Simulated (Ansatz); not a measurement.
The reference is Cu3N (space group Pm-3m, No. 221; a = 3.827 Å). Axes: x, y, z lie along the cube axes.

Level of theory: Ansatz (an electronic-structure program), PBE, PAW, cutoff 420 eV, no spin-orbit coupling.

Perturbation: biaxial strain −3.00 %, plane normal [001], relaxed out of plane (Cartesian); in-plane vectors clamped, the third vector and the atoms free.

Task: How does this affect the ratio −ε⊥/ε∥?

Result: The ratio −ε⊥/ε∥ amounts to 0.49.

No phonon test of stability was made. The final runs are not spin-polarised.
